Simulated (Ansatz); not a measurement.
Input and output of a self-consistent single point for InBi (P4mm, 4 atoms in the cell) (Ansatz, a quantum-chemistry and plane-wave program)

Computed with LDA (PW92), default PAW files made with PBE (plane waves; Ansatz).

The input file:

Ansatz 0.2 input:
```yaml
crystal:
  lattice:
    - [4.925552, 0.000000, 0.000000]
    - [0.000000, 4.925552, 0.000000]
    - [0.000000, 0.000000, 5.237947]
  atoms:
    - { symbol: In, position: [0.500000, 0.500000, 0.000000] }
    - { symbol: In, position: [0.000000, 0.000000, 0.000000] }
    - { symbol: Bi, position: [0.500000, 0.000000, 0.369556] }
    - { symbol: Bi, position: [0.000000, 0.500000, 0.639990] }
basis:
  ecutwfc: 30.9 Ry
kpoints:
  mp_grid:
    grid: [5, 5, 4]
hamiltonian:
  xc: lda
  pseudopotentials:
    kind: paw
scf:
  occupations:
    method: gaussian
    width: 0.0073 Ry
output:
  forces: true
  eigenvalues: true
  stress: true
```

Output (repeated stretches shortened):

```
WARN ansatz: RAYON_NUM_THREADS=1 ignored (pool sized by the plan → 1); use --threads N
Pseudopotentials: kind: paw
Pseudopotential: In, paw, valence charge 13
Pseudopotential: Bi, paw, valence charge 15
Crystal: 4 atoms, lattice volume = 127.078 Å³
Basis set: ecut = 420.4159175005146 eV, 2477 PW (Γ)
Bands: 34, of which v1, the nominal top of the filled ones, is band 28 counted from 1 (27 counted from 0)
Symmetry: 8 space group operations
Space group: P4mm (ITA 99), of the structure as read, at distance tolerance 5.0e-5 Å
k-points: 18 of 100 (time reversal used)
PAW frozen core: In, regenerated for the run's functional, and the local potential with it
PAW frozen core: Bi, regenerated for the run's functional, and the local potential with it
Initial density: superposition of atomic densities (neutral atoms: chi_scale 0, normalization atom), corrected by the library's trained network
Initial wavefunctions: pseudopotential atomic-orbital guess
Eigensolver: davidson
Functional: x = slater, c = lda
SCF iter   1: F=—  HF=-35085.973263 eV  |F-HF|=—  |Δ(HF+E_count)|=         —  Δρ=5.55e-3  dr2=2.07e-2  ethr=1.77e-3  ⟨swp⟩=7.2  Hψ=2821  notcnv=0
all-band conjugate gradients solve this SCF's bands
preconditioner: auto → Resta (q_TF=auto, 2.380 Å⁻¹)
SCF iter   2: F=—  HF=-35085.967254 eV  |F-HF|=—  |Δ(HF+E_count)|=   6.01e-3  Δρ=2.14e-3  dr2=3.07e-3  ethr=3.70e-5  ⟨swp⟩=2.0  Hψ=941  notcnv=0
SCF iter   3: F=—  HF=-35085.966633 eV  |F-HF|=—  |Δ(HF+E_count)|=   6.21e-4  Δρ=5.05e-4  dr2=2.48e-4  ethr=5.49e-6  ⟨swp⟩=2.1  Hψ=1072  notcnv=0
SCF iter   4: F=—  HF=-35085.966596 eV  |F-HF|=—  |Δ(HF+E_count)|=   3.72e-5  Δρ=8.41e-5  dr2=1.05e-5  ethr=4.43e-7  ⟨swp⟩=2.1  Hψ=709  notcnv=0
SCF iter   5: F=—  HF=-35085.966599 eV  |F-HF|=—  |Δ(HF+E_count)|=   2.90e-6  Δρ=1.98e-5  dr2=4.78e-7  ethr=1.88e-8  ⟨swp⟩=2.9  Hψ=1093  notcnv=0
SCF iter   6: F=-35085.966599 eV  HF=-35085.966599 eV  |F-HF|=2.02e-8  |Δ(HF+E_count)|=   3.81e-8  Δρ=3.47e-6  dr2=3.39e-8  ethr=1.79e-10  ⟨swp⟩=8.9  Hψ=2859  notcnv=0
SCF 1 converged in 6 iterations: F = -35085.966599 eV  dr2 = 3.39e-8
SCF converged after 6 iterations
Free energy (F): -35085.966599 eV
Harris-Foulkes:  -35085.966599 eV  (|F-HF|=2.02e-8)
Internal energy: -35085.960452 eV  (E = F + TS)
E sigma→0 (E₀):  -35085.963525 eV
Entropy (-TS):   -0.006146 eV (-1.537 meV/atom)
Fermi energy:    8.872053 eV
--- Per-component energies (eV) ---
  E_band       = -307.558277
  E_kinetic    = 1089.862832
  E_local      = -5434.108650  (includes V_loc(G=0)·N_el)
  E_nonlocal   = 1865.015524
  E_hartree    = 1920.312750
  E_xc         = -727.892461
  E_vxc        = -490.975727  (∫ρ·V_xc dr)
  E_paw        = -28732.230758  (= ΣΔE_a)
  E_vpaw       = -1177.977365  (= ΣTr[D̂ρ^β])
  E_aug_tail   = -0.000997  (compensation charges beyond the density's cutoff)
  E_ewald      = -5067.477995
  E_core_change = 0.559303  (= ΣΔE_core)
  E_smearing   = -0.006146  (= −TS)
  E_closure    = 0.000000  (closes the sum)
  Σ components = -35085.966599   (vs F -35085.966599, Δ=0.00e0)
--- Forces (eV/Å), atoms counted from 1 ---
  atom   1  In     0.00000000     0.00000000     0.08882029
  atom   2  In    -0.00000000     0.00000000     0.08882029
  atom   3  Bi    -0.00000000     0.00000000    -0.09233542
  atom   4  Bi     0.00000000     0.00000000    -0.08525857
  max |Σ_I F_I| component: 4.66e-5 eV/Å
--- Stress (GPa, compression-positive) ---
       -3.317975       0.000000       0.000000
        0.000000      -3.317975       0.000000
        0.000000       0.000000      -3.446846
  P = ⅓ Tr σ = -3.3609 GPa (-33.609 kbar)
  The stress holds the Pulay correction. Without it, at fixed plane waves, as pw.x and ABINIT print it: P = -3.3820 GPa
--- Band table (eV; the first three rows and the last of 18) ---
  k-point 0: bands = ["-13.4722", "-13.4682", "-13.4474", "-13.4474", "-13.4288", "-13.4282", "-13.4282", "-13.4279", "-13.4160", "-13.3964", "-5.4805", "-5.4761", "-5.3641", "-5.3522", "-5.3522", "-5.2733", "-5.2733", "-5.2396", "-5.2304", [...]
  k-point 1: bands = ["-13.4717", "-13.4675", "-13.4472", "-13.4472", "-13.4293", "-13.4285", "-13.4285", "-13.4271", "-13.4152", "-13.3970", "-5.4806", "-5.4771", "-5.3608", "-5.3565", "-5.3565", "-5.2746", "-5.2746", "-5.2397", "-5.2283", [...]
  k-point 2: bands = ["-13.4711", "-13.4668", "-13.4469", "-13.4469", "-13.4298", "-13.4288", "-13.4288", "-13.4263", "-13.4144", "-13.3975", "-5.4807", "-5.4778", "-5.3607", "-5.3607", "-5.3578", "-5.2758", "-5.2758", "-5.2397", "-5.2263", [...]
  k-point 17: bands = ["-13.4541", "-13.4520", "-13.4503", "-13.4482", "-13.4371", "-13.4357", "-13.4295", "-13.4221", "-13.4148", "-13.4082", "-5.4386", "-5.4272", "-5.4035", "-5.3788", "-5.3239", "-5.3060", "-5.2712", "-5.2627", "-5.2288", [...]
```

The run converged in 6 iterations.

The starting cell comes from a database of computed structures (which also holds hypothetical and non-ambient phases and stackings), without a prior relaxation at this level. Its lattice was rescaled by up to half a per cent. One atom was moved a little off its site on purpose. Spin-orbit coupling is off. With a pressure of about -3 GPa the cell is away from its equilibrium volume at this level. Ansatz's pressure includes its estimate of the finite-basis (Pulay) stress.
